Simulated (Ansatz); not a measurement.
Fluorite HfO2 (high-temperature phase), treated with PBE0 (Ansatz, a program for electronic structure, PAW).

Numerical settings: plane-wave cutoff 460 eV, 8×8×8 k mesh, Fermi–Dirac smearing 0.01 eV, scalar-relativistic PAW data made under PBE.

Response to compression and expansion:

| V (Å³/atom) | P (GPa) | direct gap at Γ (eV) | smallest gap on the k mesh (eV) |
|---|---|---|---|
| 10.237 | 15.50 | 7.158 | 6.310 |
| 10.507 | 7.24 | 7.082 | 6.236 |
| 10.744 | 0.80 | 7.015 | 6.171 |
| 11.045 | -6.40 | 6.928 | 6.089 |
| 11.315 | -12.01 | 6.849 | 6.017 |

The fundamental gap (6.16 eV at the equilibrium volume, on the SCF mesh) lies elsewhere than Γ–Γ.

Note: symmetry holds this phase in the static calculation, where it need not be a minimum; held by symmetry at 0 K, a high-temperature phase can be a saddle point.

Spin–orbit coupling is not included.
